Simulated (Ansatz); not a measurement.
## Hg (R-3m, No. 166, 1 atoms in the cell)

The numbers are results of r²SCAN+SOC (plane waves, PAW; Ansatz, a quantum-chemistry and plane-wave program), not measurements.

Run with plane-wave cutoff 560 eV, 20×20×20 k mesh, Fermi–Dirac smearing 0.05 eV, PAW data made under PBE.

Cell (relaxed at this level):

```cif
data_Hg
_chemical_formula_sum 'Hg1'
_space_group_name_H-M_alt 'P 1'
_space_group_IT_number 1
_cell_length_a 2.97169
_cell_length_b 2.97169
_cell_length_c 2.97169
_cell_angle_alpha 87.974
_cell_angle_beta 87.974
_cell_angle_gamma 87.974
loop_
_space_group_symop_operation_xyz
  'x, y, z'
loop_
_atom_site_label
_atom_site_type_symbol
_atom_site_fract_x
_atom_site_fract_y
_atom_site_fract_z
_atom_site_occupancy
Hg1 Hg 0.00000 0.00000 0.00000 1
```

```
Quantity            Value
---------------  --------
bulk modulus B0  35.6 GPa
band gap             none
```

Note: the relaxation could not lower the start's symmetry, so the cell can be a saddle point above a distorted one; the bulk modulus comes from volumes at which shape and atoms were relaxed.

The result took around 2.7 core-hours (rough).
